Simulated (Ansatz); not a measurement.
The reference is TiO2 in the anatase structure (space group I4_1/amd, No. 141; a = 3.7698 Å, c = 9.5518 Å). Axes: x, y, z lie along a, b, c of the conventional cell.

Calculations: DFT with PBEsol, PAW potentials and a 420 eV plane-wave cutoff in Ansatz (a first-principles code), spin-orbit coupling left out.

Base values:

| Quantity | Value |
|---|---|
| Pressure | 0.00 GPa |
| Band gap | 2.11 eV |
| Shortest interatomic distance | 1.928 Å |

The change: biaxial strain +0.75 %, plane normal [001], relaxed out of plane (Cartesian); in-plane vectors clamped, the third vector and the atoms free.

Task: Estimate the effect on the energy relative to the base, pressure, band gap, shortest interatomic distance and out-of-plane strain.

Result: The energy rises by 1.1 meV/atom; the pressure (mean of the normal stresses, compression positive) goes from zero to -1.44 GPa; the band gap shrinks by 0.073 eV, from 2.11 eV to 2.03 eV; the shortest interatomic distance rises by 0.010 Å (1.928 Å → 1.938 Å); the out-of-plane strain is -1.11 %.

No phonon test of stability was made. All final runs are without spin polarisation.
